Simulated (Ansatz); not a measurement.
Reference: GaAs (F-43m), PBEsol with spin-orbit coupling, rigid bands (plane waves, PAW; Ansatz, a program for electronic structure); axes and stresses refer to this cell.

```yaml
crystal:
  lattice:
    - [0.00000, 2.82935, 2.82935]
    - [2.82935, 0.00000, 2.82935]
    - [2.82935, 2.82935, 0.00000]
  atoms:
    - { symbol: Ga, position: [0.00000, 0.00000, 0.00000] }
    - { symbol: As, position: [0.25000, 0.25000, 0.25000] }
```

- band gap: 0.32 eV
- hole conductivity mass: 0.41 mₑ
- Seebeck coefficient, p-type 1e19 cm⁻³: 241 μV/K

### Question
After one change the values are band gap 1.00 eV; hole conductivity mass 0.35 mₑ; Seebeck coefficient, p-type 1e19 cm⁻³ 232 μV/K. What was changed between the two runs?
A. hydrostatic pressure 2 GPa
B. biaxial stress xx = yy = 1 GPa (compression positive)
C. hydrostatic pressure 10 GPa

### Answer
C, hydrostatic pressure 10 GPa

Masses are for dilute carriers at 300 K, harmonic means over directions unless an axis is named. Seebeck coefficients are for the stated density at 300 K, with one relaxation time for all states and whether or not that doping can be reached. Stresses and pressures are the targets of the relaxation.  The structure type is held under load, also where the real crystal would transform.
